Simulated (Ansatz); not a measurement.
Functionals compared on a constructed model of the (0001) surface of hcp Mg, a pseudomorphic layer of V in the host's stacking (bottom of the slab: a bare face, its two planes held), in Ansatz (plane waves, PAW). The structure was relaxed with PBE; the other rows are single points on it. Cutoff 420 eV.

Set-up: 7 atoms, 15.4 Å thick at the start; mesh 13x13x1; 0.1 eV smearing; dipole correction on; 2 atoms held, the rest relaxed; symmetry of the start imposed; spin-polarised, ending with about 3.2 μB a cell; orders that need a larger cell were not tried, no spin-orbit, no U. It is one candidate, not shown to be the stable structure of the face. These notes are the PBE run's.

| functional | work function of the top face (eV) | magnetic moment of the cell (μB) | rough cost of the single point |
|---|---|---|---|
| PBE | 4.00 | 3.23 | – |
| RPBE | ___ | 3.36 | about 70 core-seconds (a rough figure) |

Problem. Fill in the missing entries.

Solution. 
- RPBE, work function of the top face (eV): 3.86

Ansatz is a quantum-chemistry and plane-wave program.
